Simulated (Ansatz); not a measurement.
Consider Rh in the fcc (Cu type) structure (space group Fm-3m, No. 225; a = 3.832 Å; relaxed with 0.1 eV smearing).

The change: an isotropic linear strain of −2.65 %; the atoms relax in the strained cell.

Levels (all Ansatz, a quantum-chemistry and plane-wave program, PAW, earlier PAW set): PBE (420 eV, without spin-orbit coupling); r2SCAN (500 eV, scalar-relativistic without spin-orbit coupling).

The geometry is relaxed with PBE.

- PBE pressure: 25.3 GPa

With r2SCAN at the same geometry, the pressure falls by 6.93 GPa (25.3 GPa → 18.3 GPa).

Single points use the geometry relaxed with PBE. Their cutoffs differ, which shifts pressures a little. No phonon test of stability was made. All final runs are without spin polarisation.
